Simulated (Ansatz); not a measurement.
Ansatz (an electronic-structure program) is run on BiAs (P4_2/mmc, 4 atoms in the cell), and the run fails. The aim is a self-consistent single point with DFT, LDA (PW92), plane waves, default PAW files made with PBE.

Cell that was meant: a = 4.2846 Å, b = 4.2846 Å, c = 7.5444 Å, α = 90.00°, β = 90.00°, γ = 90.00°.

Part of the input:

Ansatz 0.2 input:
```yaml
  pseudopotentials: { kind: paw }
scf:
  occupations: { method: methfessel_paxton, width: 0.05 }
  max_iter: 4
output:
  forces: true
  eigenvalues: true
```

Output (repeated stretches shortened):

```
SCF iter   1: F=—  HF=-33717.139153 eV  |F-HF|=—  |Δ(HF+E_count)|=         —  Δρ=3.12e-3  dr2=8.06e-3  ethr=1.77e-3  ⟨swp⟩=6.5  Hψ=4529  notcnv=0
all-band conjugate gradients solve this SCF's bands
preconditioner: auto → LDOS
SCF iter   2: F=—  HF=-33717.137488 eV  |F-HF|=—  |Δ(HF+E_count)|=   1.66e-3  S|Δr|=    0.00e0  Δρ=9.06e-4  dr2=1.51e-3  ethr=1.34e-5  ⟨swp⟩=4.9  Hψ=6980  notcnv=0
SCF iter   3: F=—  HF=-33717.136914 eV  |F-HF|=—  |Δ(HF+E_count)|=   5.74e-4  S|Δr|=    0.00e0  Δρ=2.80e-4  dr2=8.49e-5  ethr=2.51e-6  ⟨swp⟩=4.4  Hψ=5245  notcnv=0
SCF iter   4: F=—  HF=-33717.136879 eV  |F-HF|=—  |Δ(HF+E_count)|=   3.48e-5  S|Δr|=    0.00e0  Δρ=4.92e-5  dr2=4.39e-6  ethr=1.42e-7  ⟨swp⟩=3.4  Hψ=3864  notcnv=0
Error: did not converge after 4 iterations: dr2 = 4.39e-6 (threshold 1.00e-7), under the density mixer `msr1`, which `scf.mixing.algorithm: auto` chose by the deck's other keys (type `scf.mixing.algorithm: msr1` to keep it); raise `scf.max_iter`, which need not help a stalled SCF, or adjust the mixing (`scf.mixing`) or, under a smearing, its width (`scf.occupations.width`, in either direction: another width is another result); this SCF holds its density and magnetisation to the symmetry operations that it keeps, and cannot end on a state that breaks one of them: if the state sought breaks one, re-run with `crystal.symmetry.detect: false`, without `crystal.symmetry.time_reversal: [...]
```

Q: What caused this, and what should be changed?

A: The fault is an iteration limit that is too low. The loop is cut before its threshold is met, so whatever is printed at the end is not self-consistent. To fix it, raise the limit, or leave it to the default. The run ended unconverged after 4 iterations.

An input that runs soundly differs in these lines (not the only fix; some lines may just follow from the change or write a value another way):
```diff
-  max_iter: 4
```

With that input, the run converged in 7 iterations: free energy E − TS (on the zero of these files) -33717.1369 eV; Fermi level (on the code's own zero) 7.06 eV; pressure -2.55 GPa (DFT, LDA (PW92), plane waves, default PAW files made with PBE).

On the sound input: the starting cell was generated: these elements placed on a structure prototype, without a prior relaxation; it need not be a known phase or ordering of this composition. Its lattice was rescaled by a random factor within 2.5 % of one. Spin-orbit coupling is off. Ansatz's pressure includes its estimate of the finite-basis (Pulay) stress. The run gives no clean gap (levels at the Fermi energy touch, overlap or are partly filled at this smearing), which alone does not show that the compound is a metal.
